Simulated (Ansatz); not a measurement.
Take TiB2 (space group P6/mmm, No. 191; a = 2.994 Å, c = 3.160 Å) as the base.

Computed with Kohn–Sham DFT with the LDA functional, run in Ansatz (a program for electronic structure) with PAW and 420 eV plane waves, no spin-orbit coupling.

Strains are applied to the cell and any free atomic positions relax.

One change was made to it. Results:

The energy increases by 24 meV/atom; the pressure (mean of the normal stresses, compression positive) goes from zero to -14.9 GPa.

**Question.** Which change produced these results?
A) isotropic strain +1.50 %
B) isotropic strain +3.00 %
C) isotropic strain +0.50 %
D) isotropic strain +2.00 %
E) isotropic strain −1.50 %

**Answer.** D, isotropic strain +2.00 %. For comparison, the energy relative to the base in the other runs: isotropic strain +1.50 % gives +14 meV/atom; isotropic strain +3.00 % gives +53 meV/atom; isotropic strain −1.50 % gives +15 meV/atom; isotropic strain +0.50 % gives +1.6 meV/atom.

The mesh was chosen for an insulator and is coarse for the gapless case. Stability against distortions was not tested. All final runs are without spin polarisation.
